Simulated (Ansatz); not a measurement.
CO on the 1x1 (0001) surface of hcp Ru, one in a 2x2 cell: adsorption energies (eV for each) against CO(g) in Ansatz (plane waves, PAW). Structures relaxed with PBE; the other functionals are single points on them, with slab and gas at the same level. No dispersion, zero-point or thermal terms. Rows are starts at which the adsorbate stayed; left out, since it moved away, changed or didn't bind there, or the run didn't converge: bridge Ru-Ru (span 2.7 Å).

Model: 18-atom slab, 6.3 Å thick at the start under the adsorbate (thin: gaps and levels are the slab's own), 6x6x1 mesh, Fermi-Dirac 0.1 eV, dipole correction, 8 atoms held, the rest relaxed; each run with such symmetry as its start has; no spin, no spin-orbit, no U, no dispersion correction.

```
site                                      PBE   RPBE  r2SCAN
--------------------------------------  -----  -----  ------
top Ru                                  -1.90  -1.62   -2.03
hollow Ru-Ru-Ru                         -1.74  -1.37   -1.82
hollow Ru-Ru-Ru over Ru at depth 2.1 Å  -1.87  -1.49   -1.97
```

RPBE moves the energies by 0.34 eV on average against PBE and puts 'top Ru' lowest, as PBE does. r2SCAN moves the energies by -0.10 eV on average against PBE and puts 'top Ru' lowest, as PBE does.

Ansatz is a program for electronic structure.
